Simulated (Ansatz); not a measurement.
Given:

```yaml
crystal:
  lattice:
    - [0.00000, 2.72180, 2.72180]
    - [2.72180, 0.00000, 2.72180]
    - [2.72180, 2.72180, 0.00000]
  atoms:
    - { symbol: Zn, position: [0.00000, 0.00000, 0.00000] }
    - { symbol: S, position: [0.25000, 0.25000, 0.25000] }
```

These are PBE, rigid bands (plane waves, PAW, scalar-relativistic; Ansatz, an electronic-structure program) values and carry that method's errors. Condition of this run: functional PBE, cell relaxed with it. How the cell was made: cell and atoms relaxed with PBE.

**Question.** What conductivity effective mass do dilute electrons have at 300 K?

**Answer.** 0.180 mₑ.

**Question.** What conductivity effective mass do dilute holes have at 300 K?

**Answer.** 0.80 mₑ.

**Question.** And the band gap?

**Answer.** 2.02 eV at this level; semilocal functionals usually fall short of the measured gap.

Rigid bands, one relaxation time for all states, no polarons. Spin-orbit coupling is left out; where it splits the top of the valence band it changes the hole mass and lowers the gap by about a third of the splitting.
